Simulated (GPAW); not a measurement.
# Energy against c/a at fixed volume: hcp Os (space group 194) (GPAW, LDA)

```yaml
crystal:
  lattice:
    - [2.74243, 0.00000, 0.00000]
    - [-1.37122, 2.37501, 0.00000]
    - [0.00000, 0.00000, 4.16608]
  atoms:
    - { symbol: Os, position: [0.66667, 0.33333, 0.75000] }
    - { symbol: Os, position: [0.33333, 0.66667, 0.25000] }
```

Method: LDA (Perdew-Wang 92), GPAW PAW datasets LDA (gpaw-data 1.0.1) (plane waves; GPAW). Settings: mode = pw; ecut = 585 eV; xc = LDA; kpts = 28 28 16; mesh shift (steps) = 0 0 0; occupations.name = fermi-dirac; occupations.width = 0.05 eV; nbands = -6; convergence.density = 1e-06 e/electron; convergence.energy = 1e-06 eV/electron; symmetry.symmorphic = false; symmetry.tolerance = 0.0005; maxiter = 100. The cell above is the first row's. The rows change c/a at fixed volume. In all rows fractional positions and the k mesh are held. E is the free energy at the stated smearing, counted from the lowest row.

```csv
c/a,E (meV/atom)
1.5191,?
1.5349,13.99
1.5508,5.56
1.5666,0.93
1.5824,0.00
1.5982,2.65
1.6141,8.82
1.6299,18.48
1.6457,31.53
```

Task: Using a cubic, estimate the missing E at c/a = 1.5191 from the other rows, showing the fit.

Result: With u = c/a - 1.59, the rows have u = -0.05510, -0.03920, -0.02340, -0.00760, 0.00820, 0.02410, 0.03990, 0.05570. Least squares gives E = 0.812 + 162.84·u + 7135.5·u² - 2873·u³. Residuals (row less fit): 0.006, -0.006, -0.015, 0.012, 0.025, -0.021, -0.007, 0.006; standard error 0.020 (degrees of freedom: 4). The fitted curve has its minimum at c/a = 1.58, where E = -0.11. To one more digit the minimum is at c/a = 1.579; the ideal close-packed ratio is 1.633. At the withheld row, u = -0.07090, so E = 0.812 + 162.84 × (-0.07090) + 7135.5 × (-0.07090)² - 2873 × (-0.07090)³ = 26.159 meV/atom. The calculation gives 26.23 meV/atom, 0.071 meV/atom above the prediction (0.2 % of the range of E in the table). The row lies outside the fitted rows, so this is an extrapolation. From the scatter of the fitted rows alone, a prediction at this place has a standard error of 0.053 meV/atom, so the miss is 1.3 times that.

Carrying the step between the two nearest rows on in a straight line would have given 22.37, off by 3.86; series whose last step already gives the withheld value aren't shown. The reference cell has the volume at which an earlier scan in this program and functional put its minimum by a fit; axis ratios and inner coordinates come from a measured-size cell. The runs keep the symmetry of the cell, so they don't test it for distortions. The best c/a moves a little with volume. Spin polarisation is off. Spin-orbit coupling is off. In metals such curves are sensitive to mesh and smearing. Cutoffs and mesh are single choices, not tested for convergence of this quantity. Series with a scatter that would blur these digits, or in which a gap closes, are not shown. Strain series were run only where this level's volume lies within 10 % of a first guess from the measured size.
